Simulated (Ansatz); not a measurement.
# Al on the Ru site in hcp Ru

The numbers are results of PBE, PAW (plane waves to 420 eV; Ansatz, a program for electronic structure), not measurements. Set-up: 48-site cell; 4×4×4 shifted k-points; start: the Ru site; finite-size errors of tenths of an eV; the relaxation kept the symmetry of the starting site; flagged in the runs: a host that isn't quite at rest in this cell.

Neighbours after relaxation, in Å: of the Al atom: Ru 2.68, Ru 2.68, Ru 2.68, Ru 2.68, Ru 2.68, Ru 2.68, Ru 2.73, Ru 2.73 (the shell may go on).

Formation energies E_f are those of the neutral cell. Chemical conditions: impurity bounded by its compound with the host (Δμ(Ru) = 0.00 eV, Δμ(Al) = -1.28 eV, bounded by AlRu (Pm-3m); only phases computed here count, gases as isolated molecules at 0 K). Reference phases: Al: fcc Al, Ru: hcp Ru.

| charge | moment (μB) | largest move off a lattice site (Å) | E_f, impurity bounded by its compound with the host (eV) |
|---|---|---|---|
| 0 | not spin-polarised | 0.03 | 0.71 |

Flagged in the runs: a host that isn't quite at rest in this cell.

All states together cost around 15 core-minutes (rough).
